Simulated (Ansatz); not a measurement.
**TaAgO3, element substitutions**

The reference is TaAgO3 in the cubic perovskite structure (space group Pm-3m, No. 221; a = 3.951 Å; a cell from a computed database, its experimental status unchecked).

Each row replaces one element on all its sites; cell and atoms are relaxed.

Computed with Kohn–Sham DFT with the PBEsol functional, run in Ansatz (a program for electronic structure) with PAW and 420 eV plane waves, without spin-orbit coupling.

```
case         density  band gap
-------  -----------  --------
base      9.07 g/cm³   1.62 eV
Ag → Tl  10.97 g/cm³   0.61 eV
Ta → Nb   6.70 g/cm³   1.40 eV
O → Te    7.31 g/cm³      zero
```

Spin-orbit coupling, missing from the scalar runs, can matter with Ta and Tl. No phonon test of stability was made. As relaxed here, TaAgTe3 is a hypothetical phase, not in the database extracts checked. For TaTlO3 and NbAgO3 in this form, whether it has been made was not checked. All final runs are without spin polarisation. Many cubic perovskites are stable only at high temperature; tilts and polar distortions were not tested. TaAgTe3 has a high density of states at the Fermi level and may be magnetic at this level.
